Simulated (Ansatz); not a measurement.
HgS, response to strain

Take HgS (space group P3_221, No. 154; a = 4.1401 Å, c = 9.4086 Å; made of chains) as the base. Axes: x lies along a and z along c of the hexagonal cell.

Strains are applied to the cell and any free atomic positions relax; under biaxial strain the out-of-plane vector relaxes too.

Levels (all Ansatz, a program for electronic structure, PAW, earlier PAW set): PBEsol (420 eV, without spin-orbit coupling); HSE06 (420 eV, spin-orbit coupling left out); PBEsol+SOC (420 eV, with spin-orbit coupling).

Band gaps by level, all at the geometries relaxed with PBEsol:

```tsv
case	PBEsol	HSE06	PBEsol+SOC
base	1.23 eV	2.11 eV	–
biaxial strain +0.80 %, plane normal [001], relaxed out of plane	1.29 eV	[?]	–
biaxial strain +4.78 %, plane normal [001], relaxed out of plane	1.58 eV	[?]	1.56 eV
isotropic strain +4.10 %	1.68 eV	[?]	1.68 eV
```

Task: Some entries are withheld; estimate them.

Result: 
- biaxial strain +0.80 %, plane normal [001], relaxed out of plane, HSE06: 2.18 eV
- biaxial strain +4.78 %, plane normal [001], relaxed out of plane, HSE06: 2.53 eV
- isotropic strain +4.10 %, HSE06: 2.68 eV

Single points use the geometry relaxed with PBEsol. HSE06 gaps are upper bounds (no full band path). Differences between runs with and without spin-orbit coupling are approximate. Spin-orbit coupling, missing from the scalar runs, can matter with Hg. No phonon test of stability was made. No dispersion term is included in the PBEsol runs.
